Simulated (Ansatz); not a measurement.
Worked example: self-consistent single point of Sn (I4_1/amd, 2 atoms in the cell) in Ansatz (a quantum-chemistry and plane-wave program).

Level of theory: PBE with spin-orbit coupling (plane waves, PAW; Ansatz).

```yaml
crystal:
  lattice:
    - [-2.99512, 2.99512, 1.62921]
    - [2.99512, -2.99512, 1.62921]
    - [2.99512, 2.99512, -1.62921]
  atoms:
    - { symbol: Sn, position: [0.75000, 0.25000, 0.50000] }
    - { symbol: Sn, position: [0.00000, 0.00000, 0.00000] }
```

Reference input (self-consistent single point, DFT, PBE, plane waves, default PAW files): basis.ecutwfc = 420 eV; kpoints.mp_grid.grid = 8 8 8; hamiltonian.xc = pbe; hamiltonian.pseudopotentials = {kind: paw} (the program's default PAW files); scf.occupations.method = gaussian; scf.occupations.width = 0.05 eV. This run's input differs from it in these lines:

Ansatz 0.2 input:
```diff
@@ -15,2 +15,5 @@
   pseudopotentials: { kind: paw }
+magnetization:
+  noncollinear: true
+  spin_orbit: true
 scf:
```

Log, with long lists cut:

```
SCF iter   1: F=—  HF=-12052.626202 eV  |F-HF|=—  |Δ(HF+E_count)|=         —  Δρ=1.28e-2  dr2=8.19e-2  dr2_m=0.00e0 (ungated)  ethr=3.10e-3  |M|=0.00e0 ∫|m|=0.00e0 μB  |m|>n=0.0e0 m-floor=0.0e0 τ_xc=0.0e0  β_m=0.30  ⟨swp⟩=9.5  Hψ=5844  notcnv=0  defer=8
all-band conjugate gradients solve this SCF's bands
preconditioner: auto → Kerker (q_TF=auto, 2.413 Å⁻¹)
spin=Noncollinear: Kerker preconditioning applied to the charge; magnetization (m_x, m_y, m_z) channels mix plain (no charge-response kernel on spin).
   [... lines left out ...]
SCF iter   7: F=—  HF=-12052.621174 eV  |F-HF|=—  |Δ(HF+E_count)|=   2.06e-7  Δρ=1.92e-5  dr2=1.67e-7  dr2_m=0.00e0 (ungated)  ethr=3.76e-9  |M|=0.00e0 ∫|m|=0.00e0 μB  |m|>n=0.0e0 m-floor=0.0e0 τ_xc=0.0e0  β_m=0.97  ⟨swp⟩=2.0  Hψ=1202  notcnv=0  defer=188
SCF iter   8: F=-12052.621174 eV  HF=-12052.621174 eV  |F-HF|=1.38e-9  |Δ(HF+E_count)|=   7.02e-8  Δρ=2.26e-6  dr2=2.72e-9  dr2_m=0.00e0 (ungated)  ethr=3.57e-10  |M|=0.00e0 ∫|m|=0.00e0 μB  |m|>n=0.0e0 m-floor=0.0e0 τ_xc=0.0e0  ⟨swp⟩=9.1  Hψ=4417  notcnv=0
SCF 1 converged in 8 iterations: F = -12052.621174 eV  dr2 = 2.72e-9
Magnetization: |M| = 0.0000 μB,  M = (+0.0000, +0.0000, +0.0000) μB
Absolute magnetization: 0.0000 μB (∫|m|)
  site 0: m = (+0.0000, +0.0000, +0.0000) μB, |m| = 0.0000 μB  (R = 1.28 Å)
  site 1: m = (+0.0000, +0.0000, +0.0000) μB, |m| = 0.0000 μB  (R = 1.28 Å)
Free energy (F): -12052.621174 eV
Internal energy: -12052.619572 eV  (E = F + TS)
E sigma→0 (E₀):  -12052.620373 eV
Entropy (-TS):   -0.001603 eV (-0.801 meV/atom)
Fermi energy:    9.635657 eV
--- Forces (eV/Å), atoms counted from 1 ---
  atom   1  Sn    -0.00000000    -0.00000000     0.00000000
  atom   2  Sn    -0.00000000    -0.00000000     0.00000000
--- Stress (GPa, compression-positive) ---
       -1.521833       0.000000      -0.000000
        0.000000      -1.521833      -0.000000
       -0.000000      -0.000000      -0.405682
  P = ⅓ Tr σ = -1.1498 GPa (-11.498 kbar)
  The stress holds the Pulay correction. Without it, at fixed plane waves, as pw.x and ABINIT print it: P = -1.1782 GPa
```

The run converged in 8 iterations. Against the reference run the pressure stays at -1.15 GPa.

The starting cell comes from a database of computed structures (which also holds hypothetical and non-ambient phases and stackings), without a prior relaxation at this level. Its lattice was rescaled by a random factor within 2.5 % of one. Ansatz's pressure includes its estimate of the finite-basis (Pulay) stress.
